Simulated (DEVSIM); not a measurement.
Structure: illuminated Si n-on-p cell, one wavelength, at 300 K.

Layer 1 from the left is Si, thickness (μm) 0.390, Nd (cm⁻³) 6.5e18, τn (s) 7.1e-8, τp (s) 7.4e-9, absorption coefficient (cm⁻¹) 1000. Layer 2 from the left is Si, thickness (μm) 92.0, Na (cm⁻³) 1.3e17, τn (s) 2.1e-7, τp (s) 2.1e-7, absorption coefficient (cm⁻¹) 1000.

Left contact: ohmic, minority hole recombination velocity 100 cm/s. Right contact: ohmic, minority electron recombination velocity 1e6 cm/s. Voltage is applied to the left contact. Recombination: SRH at mid-gap, radiative, Auger. Light enters at the left, 2.1e18 photons cm⁻² s⁻¹, one pass, no reflection. Mobility is μmin + (μ − μmin)/(1 + (N/Nref)^α).

Constants are typed, rounded textbook-type inputs, not results; the design itself was drawn at random and stands for no fabricated device. Values at 300 K.

Si: gap (eV) 1.124, affinity (eV) 4.05, permittivity 11.7, Nc (cm⁻³) 2.86e19, Nv (cm⁻³) 3.1e19, μn (cm²/Vs) 1417, μp (cm²/Vs) 470, μn,min 52, μp,min 45, Nref,n 9.7e16, Nref,p 2.2e17, αn 0.68, αp 0.72, B (cm³/s) 4.7e-15, Cn (cm⁶/s) 2.8e-31, Cp (cm⁶/s) 9.9e-32.

Simulated with DEVSIM: 1D drift-diffusion, Boltzmann statistics, complete ionisation; no tunnelling, impact ionisation, image-force lowering or self-heating.

Dark forward current:

| |V| (V) | |J| (A/cm²) |
|---|---|
| 0.05 | 5.038e-9 |
| 0.10 | 1.777e-8 |
| 0.15 | 5.235e-8 |
| 0.20 | 1.487e-7 |
| 0.25 | 4.255e-7 |
| 0.30 | 1.267e-6 |
| 0.35 | 4.128e-6 |
| 0.40 | 1.569e-5 |
| 0.45 | 7.263e-5 |
| 0.50 | 0.0004017 |
| 0.55 | 0.002493 |
| 0.60 | 0.01641 |
| 0.65 | 0.1106 |
| 0.70 | 0.7350 |
| 0.75 | 4.268 |
| 0.80 | 16.61 |
| 0.85 | 40.83 |
| 0.90 | 75.95 |
| 0.95 | 122.0 |
| 1.00 | 180.5 |
| 1.05 | 253.8 |
| 1.10 | 344.7 |
| 1.15 | 456.1 |
| 1.20 | 591.4 |
| 1.25 | 753.5 |
| 1.30 | 945.3 |

Problem. Work out the local ideality factor n = ΔV / (kT/q · ln(J2/J1)) between the rows 0.15 and 0.20 V, 0.60 and 0.65 V, 1.25 and 1.30 V.

Solution. kT/q = 25.85 mV. From 0.15 to 0.20 V: ln(1.487e-7/5.235e-8) = 1.044, n = 1.85, near the 2 of recombination in the depletion region. From 0.60 to 0.65 V: ln(0.1106/0.01641) = 1.908, n = 1.01, near the 1 of diffusion or emission over a barrier. From 1.25 to 1.30 V: ln(945.3/753.5) = 0.227, n = 8.53.

Problem. What current could the absorbed light give at most, and what share is collected?

Solution. Σ αd = 9.24, so qΦ(1 − exp(−Σ αd)) = 336 mA/cm². The simulated short-circuit current is 225.6 mA/cm², a share of 0.67.

Problem. Estimate the open-circuit voltage by superposition: the voltage at which the dark current equals that short-circuit current.

Solution. Interpolating ln J in the table gives 0.669 V. The simulation gives 0.668 V, the same within the digits that matter. Superposition holds where collection doesn't change with voltage.

Problem. Estimate the fill factor from FF0 = (v − ln(v + 0.72))/(v + 1), v = qVoc/(nkT), with n from the dark curve.

Solution. The rows about Voc, 0.65 and 0.70 V, give n = 1.02, so v = 25.3 and FF0 = 0.838. The simulation gives 0.837, the same within the digits that matter.
